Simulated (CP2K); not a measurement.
Band structure of ScF3 (R-3c, 8 atoms in the cell).

```yaml
crystal:
  lattice:
    - [5.70039, 0.00000, 0.00000]
    - [2.84776, 4.93809, 0.00000]
    - [2.84776, 1.64509, 4.65600]
  atoms:
    - { symbol: Sc, position: [0.50000, 0.50000, 0.50000] }
    - { symbol: Sc, position: [0.00000, 0.00000, 0.00000] }
    - { symbol: F, position: [0.72658, 0.25000, 0.77342] }
    - { symbol: F, position: [0.27342, 0.75000, 0.22658] }
    - { symbol: F, position: [0.77342, 0.72658, 0.25000] }
    - { symbol: F, position: [0.22658, 0.27342, 0.75000] }
    - { symbol: F, position: [0.25000, 0.77342, 0.72658] }
    - { symbol: F, position: [0.75000, 0.22658, 0.27342] }
```

Computed with CP2K with PBEsol, GPW, DZVP-MOLOPT-SR-GTH basis, GTH-PBE potentials (GTH_POTENTIALS).

Settings: CUTOFF = 600 Ry; REL_CUTOFF = 40 Ry; KPOINTS/SCHEME = MONKHORST-PACK 5 5 5; XC_FUNCTIONAL = PBE:PBESOL; Sc/BASIS_SET = DZVP-MOLOPT-SR-GTH-q11; Sc/POTENTIAL = GTH-PBE-q11; F/BASIS_SET = DZVP-MOLOPT-SR-GTH-q7; F/POTENTIAL = GTH-PBE-q7; METHOD = GPW; EPS_DEFAULT = 1e-10; EXTRAPOLATION = USE_GUESS; NGRIDS = 5; SCF_GUESS = ATOMIC; EPS_SCF = 1e-06.

The starting cell comes from a database of computed structures (which also holds hypothetical and non-ambient phases and stackings), without a prior relaxation at this level. Values carry the incompleteness of an atom-centred basis. The potentials were made for another functional than the one used.

### Question
Predict the gap along the standard path and the places of the band edges.

### Answer
The gap along the path is 6.12 eV, direct at Γ to within 0.01 eV. Another conduction valley lies within 0.1 eV, so the order of the valleys is not sure.

Levels in eV from the top of the valence band on the SCF mesh, bands 29 to 33:
| point | 29 | 30 | 31 | 32 | 33 |
|---|---|---|---|---|---|
| Γ | -0.54 | -0.01 | 0.00 | 0.00 | 6.12 |
| L | -0.38 | -0.38 | -0.29 | -0.29 | 6.92 |
| Z | -0.41 | -0.41 | -0.30 | -0.30 | 6.91 |
| F | -0.69 | -0.55 | -0.54 | -0.01 | 6.15 |
| P1 | -0.70 | -0.54 | -0.46 | -0.12 | 6.40 |
| P | -0.70 | -0.54 | -0.46 | -0.12 | 6.40 |

Higher empty bands are left out: an atom-centred basis made for the valence describes them poorly.
